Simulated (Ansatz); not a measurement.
The starting structures come from a database of crystals and need not be the phases stable at ambient conditions.

Input:

```yaml
crystal:
  lattice:
    - [4.26289, 0.00000, 0.00000]
    - [-0.08987, 5.57531, 0.00000]
    - [0.08987, -2.42494, 5.02033]
  atoms:
    - { symbol: K, position: [0.71990, 0.65108, 0.34892] }
    - { symbol: K, position: [0.28010, 0.34892, 0.65108] }
    - { symbol: Pd, position: [0.00000, 0.00000, 0.00000] }
    - { symbol: F, position: [0.22170, 0.86954, 0.65306] }
    - { symbol: F, position: [0.77830, 0.13046, 0.34694] }
    - { symbol: F, position: [0.77830, 0.65306, 0.86954] }
    - { symbol: F, position: [0.22170, 0.34694, 0.13046] }
```

Space group of this cell: C2/m. The cell is taken as given.

Transport runs along the normal of the first two printed cell vectors.

The gap is the functional's own. No spin-orbit coupling. Mid-gap values are interpolated on the energy grid.

Give the band gap and the smallest decay constant κ at mid-gap that Ansatz (a program for electronic structure) with r2SCAN yields.

Gap 2.48 eV on a 8×6×6 mesh; κ = 0.602 1/Å, at (0.000, 0.333) of the in-plane reciprocal vectors. At the zone centre, at the nearest computed energy, the slowest state has κ = 0.65 1/Å.
